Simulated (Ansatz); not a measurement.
Take BePd in the CsCl type structure (space group Pm-3m, No. 221; a = 2.798 Å; relaxed with 0.1 eV smearing) as the base. Axes: x, y, z lie along the cube axes.

Computed with PBEsol in Ansatz (plane waves to 420 eV, PAW, no spin-orbit coupling).

Modification: uniaxial strain ε_yy = +1.95 %, all other strain components held at zero; the atoms relax in the strained cell.

Q: Predict the stress tensor and what it implies for the stiffness.

A: Stress of the strained cell less that of the base (GPa, compression positive):
```
   -3.3     0.0     0.0
    0.0    -3.8     0.0
    0.0     0.0    -3.3
```

Then −Δσ_ii/ε with ε = 0.0195 gives secant stiffness values (nonlinear terms included at this strain): C22 ≈ 196 GPa, C12 ≈ 170 GPa and C23 ≈ 170 GPa.

Stability against distortions was not tested. All final runs are without spin polarisation.

Ansatz is a first-principles code.
